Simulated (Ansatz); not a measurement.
Base system: an 8-atom supercell of InAs in the zinc blende structure (space group F-43m, No. 216; a = 6.108 Å) at its relaxed geometry.

Method: Ansatz (an electronic-structure program) r2SCAN, no spin-orbit coupling, earlier PAW set.

One neutral defect a cell, atoms relaxed at fixed cell.

One change was made to it. Results:

| quantity | base | after |
|---|---|---|
| pressure | 0.0 GPa | 5.2 GPa |
| largest displacement of a host atom from its site in the perfect cell | – | 1.49 Å |

Q: Which change produced these results?
(A) In on a As site (antisite), symmetric start
(B) As interstitial (started 2.49 Å from the nearest host atom)
(C) In interstitial (started 2.65 Å from the nearest host atom)

A: B, As interstitial (started 2.49 Å from the nearest host atom). For comparison, the pressure in the other runs: In on a As site (antisite), symmetric start gives 3.6 GPa; In interstitial (started 2.65 Å from the nearest host atom) gives 10.2 GPa.

The cell is small, so the values are those of an ordered compound at a high defect concentration; dilute-limit values will differ. A case with no gap was solved on a k-mesh chosen for an insulator, which is coarse for it. Defects with a symmetric start kept the site's symmetry and may sit on a saddle; the others started slightly shaken. All final runs are without spin polarisation.
